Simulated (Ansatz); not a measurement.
Consider interstitial As in silicon strained by -1.5 % along x and y, z held, charge state +1. These are PBE, PAW (plane waves to 420 eV; Ansatz, an electronic-structure program) values and carry that method's errors.

Cell of 64 host sites held at the strained lattice (strain from the relaxed PBE one, atoms relaxed); a 2×2×2 k-point mesh shifted by half a step; Fermi-Dirac width 0.01 eV, spin-restricted; finite-size errors left in. Energies are static. The charge state is imposed; whether it is stable for some Fermi level was not computed. Sites that were not tried may lie lower. The start lies 0.13 eV above the lowest site run (PBE).

Barriers: single points on a 3×3×3 k-point mesh shifted by half a step at the bands' geometries.

The step: As moves alone to another site. Atoms about the jump, Cartesian Å from the middle of the jump, before and after:

```csv
atom,x0,y0,z0,x1,y1,z1
As1,0.67,-0.67,0.00,-0.67,0.67,0.00
Si2,-0.05,0.05,-2.21,0.05,-0.05,-2.21
Si3,1.40,1.53,-0.73,1.53,1.40,-0.73
Si4,-1.53,-1.40,-0.73,-1.40,-1.53,-0.73
Si5,1.39,-1.39,2.21,1.30,-1.30,2.00
Si6,-1.30,1.30,2.00,-1.39,1.39,2.21
Si7,0.01,2.74,0.68,0.05,2.88,0.73
Si8,2.87,0.06,0.73,2.74,0.00,0.68
Si9,-0.05,-2.88,0.73,-0.01,-2.74,0.68
Si10,-2.74,0.00,0.68,-2.87,-0.06,0.73
```

### Question
Predict the transition state.

### Answer

```
atom      x      y      z
----  -----  -----  -----
As1    0.01   0.01  -0.08
Si2    0.00   0.00  -2.34
Si3    1.67   1.67  -0.56
Si4   -1.65  -1.65  -0.56
Si5    1.37  -1.36   2.06
Si6   -1.36   1.37   2.06
Si7    0.02   2.78   0.73
Si8    2.79   0.02   0.73
Si9   -0.01  -2.77   0.73
Si10  -2.77  -0.01   0.73
```
It lies 0.60 eV above the start and 0.60 eV above the end. The saddle point's order was not checked, and it lies on a symmetry element of the cell, where a band can be held.
